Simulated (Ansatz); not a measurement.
Take TiO₂ in the rutile structure (space group P4_2/mnm, No. 136; a = 4.591 Å, c = 2.939 Å) as the base.

Now apply this change: cell and atoms relaxed at a pressure of 10 GPa.

Levels (all Ansatz, a quantum-chemistry and plane-wave program, PAW): PBEsol (420 eV, scalar-relativistic without spin-orbit coupling); r2SCAN (500 eV, spin-orbit coupling left out); HSE06 (420 eV, no spin-orbit coupling).

One geometry, relaxed with PBEsol, under each level:

```csv
level,band gap,lowest conduction level above the VBM at special points,pressure
PBEsol,1.90 eV,Γ 1.90 eV; M 1.94 eV; R 1.95 eV; X 2.63 eV,10.00 GPa
r2SCAN,2.29 eV,Γ 2.29 eV; M 2.33 eV; R 2.36 eV; X 3.02 eV,12.60 GPa
HSE06,3.47 eV,Γ 3.47 eV; M 3.49 eV; R 3.52 eV,–
```

Single points use the geometry relaxed with PBEsol. Their cutoffs differ, which shifts pressures a little. Load acts through the strain it causes; cell and atoms are relaxed under it. Whether these cells are dynamically stable was not tested. Competing high-pressure phases were not computed. The final runs are not spin-polarised.
